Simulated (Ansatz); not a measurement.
## Hypothetical Pm-3n GaN, pressure series

The reference is GaN (space group Pm-3n, No. 223; a hypothetical phase, not in the database extracts checked).

```xyz
12
Lattice="5.5714 0.0000 0.0000 0.0000 5.5714 0.0000 0.0000 0.0000 5.5714" Properties=species:S:1:pos:R:3 pbc="T T T"
Ga     1.3928     0.0000     2.7857
Ga     2.7857     1.3928     0.0000
Ga     2.7857     4.1785     0.0000
Ga     4.1785     0.0000     2.7857
Ga     0.0000     2.7857     4.1785
Ga     0.0000     2.7857     1.3928
N      1.3928     2.7857     0.0000
N      0.0000     1.3928     2.7857
N      0.0000     4.1785     2.7857
N      4.1785     2.7857     0.0000
N      2.7857     0.0000     4.1785
N      2.7857     0.0000     1.3928
```

Cell and atoms are relaxed at each pressure.

All numbers come from Ansatz (a first-principles code), PBE, PAW, cutoff 420 eV, no SOC.

| variant | shortest interatomic distance | electron mass | density | band gap |
|---|---|---|---|---|
| base | 1.970 Å | 0.19 mₑ (at Γ) | 4.82 g/cm³ | 1.50 eV |
| pressure −2 GPa | 1.980 Å | 0.18 mₑ (at Γ) | 4.75 g/cm³ | 1.43 eV |
| pressure −1 GPa | 1.975 Å | 0.19 mₑ (at Γ) | 4.79 g/cm³ | 1.47 eV |
| pressure 0.3 GPa | 1.968 Å | 0.19 mₑ (at Γ) | 4.83 g/cm³ | 1.51 eV |
| pressure 0.7 GPa | 1.967 Å | 0.19 mₑ (at Γ) | 4.85 g/cm³ | 1.52 eV |
| pressure 3 GPa | 1.956 Å | 0.20 mₑ (at Γ) | 4.93 g/cm³ | 1.58 eV |
| pressure 5 GPa | 1.948 Å | 0.21 mₑ (at Γ) | 4.99 g/cm³ | 1.63 eV |
| pressure 7.5 GPa | ___ | 0.21 mₑ (at Γ) | ___ | 1.68 eV |
| pressure 10 GPa | 1.929 Å | 0.22 mₑ (at Γ) | 5.14 g/cm³ | 1.73 eV |

### Question
What belongs in the blanks?

### Answer

- pressure 7.5 GPa, shortest interatomic distance: 1.938 Å
- pressure 7.5 GPa, density: 5.07 g/cm³

Load acts through the strain it causes; cell and atoms are relaxed under it. Masses are band curvatures over ±0.01 Å⁻¹ around the edge. Stability against distortions was not tested. No other phases were tried under pressure.
